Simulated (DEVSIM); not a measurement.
System: abrupt Ge n-p junction, at 500 K.

```tsv
layer (left to right)	material	thickness (μm)	Nd (cm⁻³)	Na (cm⁻³)	τn (s)	τp (s)
1	Ge	96.0	4.5e17	-	0.00026	0.00026
2	Ge	0.420	-	1.8e16	0.00026	0.00026
```

Left contact: ohmic. Right contact: ohmic. Voltage is applied to the left contact. Recombination: SRH at mid-gap, radiative. Mobility is μmin + (μ − μmin)/(1 + (N/Nref)^α).

This is a model device: material constants are rounded textbook-type values typed into the input, and sizes, dopings and lifetimes were drawn at random. Values at 300 K; Nc and Nv go as T^1.5, mobilities as T to minus their exponent, the gap by Varshni's rule with the affinity fixed.

```
parameter               Ge
----------------  --------
gap (eV)             0.664
affinity (eV)            4
permittivity            16
Nc (cm⁻³)          1.04e19
Nv (cm⁻³)             6e18
μn (cm²/Vs)           3900
μp (cm²/Vs)           1900
μn,min                 150
μp,min                 100
Nref,n              2.6e17
Nref,p                4e17
αn                    0.56
αp                     0.6
T exponent of μn      1.66
T exponent of μp      2.33
B (cm³/s)          6.4e-14
Varshni α (eV/K)  0.000477
Varshni β (K)          235
```

Model (solved in DEVSIM): 1D drift-diffusion, Boltzmann statistics, complete ionisation; no tunnelling, impact ionisation, image-force lowering or self-heating.

Q: Tabulate band edges, carrier densities and field at zero bias.

A: Energies count from the Fermi level of the right contact; mesh points crowd at the junctions.

```json
[
 {"x (μm)": "0.000", "Ec (eV)": "0.168", "Ev (eV)": "-0.414", "n (cm⁻³)": "4.5e17", "p (cm⁻³)": "8.7e14", "field (V/cm)": "≈ 0"},
 {"x (μm)": "0.03491", "Ec (eV)": "0.168", "Ev (eV)": "-0.414", "n (cm⁻³)": "4.5e17", "p (cm⁻³)": "8.7e14", "field (V/cm)": "≈ 0"},
 {"x (μm)": "0.1148", "Ec (eV)": "0.168", "Ev (eV)": "-0.414", "n (cm⁻³)": "4.5e17", "p (cm⁻³)": "8.7e14", "field (V/cm)": "≈ 0"},
 {"x (μm)": "0.3166", "Ec (eV)": "0.168", "Ev (eV)": "-0.414", "n (cm⁻³)": "4.5e17", "p (cm⁻³)": "8.7e14", "field (V/cm)": "≈ 0"},
 {"x (μm)": "1.044", "Ec (eV)": "0.168", "Ev (eV)": "-0.414", "n (cm⁻³)": "4.5e17", "p (cm⁻³)": "8.7e14", "field (V/cm)": "≈ 0"},
 {"x (μm)": "2.595", "Ec (eV)": "0.168", "Ev (eV)": "-0.414", "n (cm⁻³)": "4.5e17", "p (cm⁻³)": "8.7e14", "field (V/cm)": "≈ 0"},
 {"x (μm)": "6.403", "Ec (eV)": "0.168", "Ev (eV)": "-0.414", "n (cm⁻³)": "4.5e17", "p (cm⁻³)": "8.7e14", "field (V/cm)": "≈ 0"},
 {"x (μm)": "20.12", "Ec (eV)": "0.168", "Ev (eV)": "-0.414", "n (cm⁻³)": "4.5e17", "p (cm⁻³)": "8.7e14", "field (V/cm)": "≈ 0"},
 {"x (μm)": "48.00", "Ec (eV)": "0.168", "Ev (eV)": "-0.414", "n (cm⁻³)": "4.5e17", "p (cm⁻³)": "8.7e14", "field (V/cm)": "≈ 0"},
 {"x (μm)": "75.64", "Ec (eV)": "0.168", "Ev (eV)": "-0.414", "n (cm⁻³)": "4.5e17", "p (cm⁻³)": "8.7e14", "field (V/cm)": "≈ 0"},
 {"x (μm)": "87.72", "Ec (eV)": "0.168", "Ev (eV)": "-0.414", "n (cm⁻³)": "4.5e17", "p (cm⁻³)": "8.7e14", "field (V/cm)": "≈ 0"},
 {"x (μm)": "93.48", "Ec (eV)": "0.168", "Ev (eV)": "-0.414", "n (cm⁻³)": "4.5e17", "p (cm⁻³)": "8.7e14", "field (V/cm)": "≈ 0"},
 {"x (μm)": "94.94", "Ec (eV)": "0.168", "Ev (eV)": "-0.414", "n (cm⁻³)": "4.5e17", "p (cm⁻³)": "8.7e14", "field (V/cm)": "≈ 0"},
 {"x (μm)": "95.58", "Ec (eV)": "0.168", "Ev (eV)": "-0.414", "n (cm⁻³)": "4.5e17", "p (cm⁻³)": "8.7e14", "field (V/cm)": "≈ 0"},
 {"x (μm)": "95.89", "Ec (eV)": "0.168", "Ev (eV)": "-0.414", "n (cm⁻³)": "4.5e17", "p (cm⁻³)": "8.7e14", "field (V/cm)": "≈ 0"},
 {"x (μm)": "95.97", "Ec (eV)": "0.170", "Ev (eV)": "-0.412", "n (cm⁻³)": "4.4e17", "p (cm⁻³)": "9.0e14", "field (V/cm)": "1500"},
 {"x (μm)": "96.00", "Ec (eV)": "0.212", "Ev (eV)": "-0.370", "n (cm⁻³)": "1.6e17", "p (cm⁻³)": "2.4e15", "field (V/cm)": "40000"},
 {"x (μm)": "96.03", "Ec (eV)": "0.283", "Ev (eV)": "-0.299", "n (cm⁻³)": "3.1e16", "p (cm⁻³)": "1.3e16", "field (V/cm)": "13000"},
 {"x (μm)": "96.14", "Ec (eV)": "0.321", "Ev (eV)": "-0.261", "n (cm⁻³)": "1.3e16", "p (cm⁻³)": "3.0e16", "field (V/cm)": "370"},
 {"x (μm)": "96.29", "Ec (eV)": "0.322", "Ev (eV)": "-0.260", "n (cm⁻³)": "1.3e16", "p (cm⁻³)": "3.1e16", "field (V/cm)": "≈ 0"},
 {"x (μm)": "96.37", "Ec (eV)": "0.322", "Ev (eV)": "-0.260", "n (cm⁻³)": "1.3e16", "p (cm⁻³)": "3.1e16", "field (V/cm)": "≈ 0"},
 {"x (μm)": "96.42", "Ec (eV)": "0.322", "Ev (eV)": "-0.260", "n (cm⁻³)": "1.3e16", "p (cm⁻³)": "3.1e16", "field (V/cm)": "≈ 0"}
]
```
